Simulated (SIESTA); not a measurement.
Input and output of a self-consistent single point for CsPbBr3 (P4mm, 5 atoms in the cell) (SIESTA).

Level of theory: LDA PW92, numerical atomic orbitals DZP, PseudoDojo LDA standard norm-conserving potentials (rewritten from UPF to PSML) run with SIESTA 5.4.2.

The change in words: 1 x 1 x 1 supercell, one Br atom moved by 0.02 angstrom along z. Reference geometry:
```
CELL_PARAMETERS angstrom
      5.84065     0.00000     0.00000
      0.00000     5.84065     0.00000
      0.00000     0.00000     5.84065
ATOMIC_POSITIONS crystal
  Cs 0.00000 0.00000 0.00000
  Pb 0.50000 0.50000 0.50000
  Br 0.50000 0.00000 0.50000
  Br 0.00000 0.50000 0.50000
  Br 0.50000 0.50000 0.00000
```

Reference input (self-consistent single point, DFT, LDA PW92, numerical atomic orbitals DZP, PseudoDojo LDA standard norm-conserving potentials (rewritten from UPF to PSML)): XC.functional = LDA; XC.authors = PW92; potentials = PseudoDojo LDA standard; PAO.BasisSize = DZP; PAO.EnergyShift = 0.01 Ry; MeshCutoff = 300 Ry; kgrid.MonkhorstPack = 4 4 4; OccupationFunction = FD; ElectronicTemperature = 0.01 eV; MaxSCFIterations = 150; SCF.Mixer.Method = Pulay; SCF.Mixer.Weight = 0.1. This run's input differs from it in these lines:

```diff
@@ -23,3 +23,3 @@
      0.000000000    2.920325000    2.920325000  3
-     2.920325000    2.920325000    0.000000000  3
+     2.920325000    2.920325000    0.019998386  3
 %endblock AtomicCoordinatesAndAtomicSpecies
```

Output (repeated stretches shortened):

```
        iscf     Eharris(eV)        E_KS(eV)     FreeEng(eV)     dDmax    Ef(eV) dHmax(eV)
   scf:    1    -3846.790348    -3840.358013    -3840.358013  0.721648 -3.155277  4.494194
   scf:    2    -3840.703989    -3840.534799    -3840.534799  0.018983 -3.367990  3.759416
   scf:    3    -3841.103603    -3840.902654    -3840.902654  0.086580 -3.581855  0.410031
   scf:    4    -3840.923291    -3840.917746    -3840.917746  0.025865 -3.755005  0.265925
   scf:    5    -3840.920853    -3840.920130    -3840.920130  0.006486 -3.838255  0.042934
   scf:    6    -3840.920515    -3840.920364    -3840.920364  0.002336 -3.864882  0.006176
   scf:    7    -3840.920359    -3840.920365    -3840.920365  0.000307 -3.861907  0.008302
   scf:    8    -3840.920371    -3840.920368    -3840.920368  0.000181 -3.862995  0.002895
   scf:    9    -3840.920369    -3840.920369    -3840.920369  0.000153 -3.861361  0.000361
   scf:   10    -3840.920369    -3840.920369    -3840.920369  0.000005 -3.861398  0.000060
SCF Convergence by DM+H criterion
max |DM_out - DM_in|         :     0.0000046655
max |H_out - H_in|      (eV) :     0.0000598623
SCF cycle converged after 10 iterations

Using DM_out to compute the final energy and forces

siesta: E_KS(eV) =            -3840.9204

siesta: E_KS - E_eggbox =     -3840.9204

siesta: Atomic forces (eV/Ang):
     1    0.000000    0.000000    0.001346
     2    0.000000    0.000000    0.048465
     3    0.000000    0.000000    0.003514
     4    0.000000   -0.000000    0.003514
     5   -0.000000    0.000000   -0.057847
   Tot    0.000000    0.000000   -0.001008
   Max    0.057847
   Res    0.019531    sqrt( Sum f_i^2 / 3N )
   Max    0.057847    constrained

Stress tensor Voigt[x,y,z,yz,xz,xy] (kbar):       14.58       14.58       14.48        0.00       -0.00       -0.00
   [... lines left out ...]
siesta: FreeEng =     -3840.920369
siesta: Cell volume =        199.243217 Ang**3
siesta:         -14.55025041        -14.98628474  kBar
   [... lines left out ...]
   5  6.926   1.693   0.110   1.779   1.439   1.779   0.000   0.097   0.000
              0.001   0.003   0.021   0.003   0.002

mulliken: Qtot =       44.000

Mulliken Atomic Populations:
Atom #   charge [q] valence [e]  Species
     1     0.037194    8.962806  Cs
     2    -0.259599   14.259599  Pb
     3     0.074082    6.925918  Br
     4     0.074082    6.925918  Br
     5     0.074241    6.925759  Br
 Total     0.000000
```

The run converged in 10 iterations. Against the reference run the free energy hardly moves (within 1 meV/atom), the pressure stays at -1.46 GPa, the largest force goes from 0.000 to 0.058 eV/Å and the gap on the mesh hardly changes (1.332 to 1.333 eV).

The starting cell has typed, rounded lattice constants, without a prior relaxation at this level. Its lattice was rescaled by up to half a per cent. For this run, on top of that: 1 x 1 x 1 supercell, one Br atom moved by 0.02 angstrom along z. Spin-orbit coupling is off. Values carry the incompleteness of an atom-centred basis. The basis of the alkali or alkaline-earth atoms may lack their empty d shell, which can raise the gap.
